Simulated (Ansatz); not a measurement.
Results of r²SCAN+rVV10 in Ansatz (PAW) for CsCl-type NiTi (cubic form, which distorts at low temperature).

Settings: plane-wave cutoff 560 eV, 18×18×18 k mesh, Fermi–Dirac smearing 0.05 eV, no spin polarisation, scalar-relativistic PAW data made under PBE.

Computed at the level's own relaxed cell.

Question: What does this level give for the lattice constant a?

Answer: 
- lattice constant a: 2.980 Å

The run finds no gap.

Note: symmetry holds this phase in the static calculation, where it need not be a minimum; the relaxation could not lower the start's symmetry, so the cell can be a saddle point above a distorted one.

The computed numbers hold no vibrational or temperature effects.

The result took about 40 core-seconds (a rough figure).

Ansatz is a program for electronic structure.
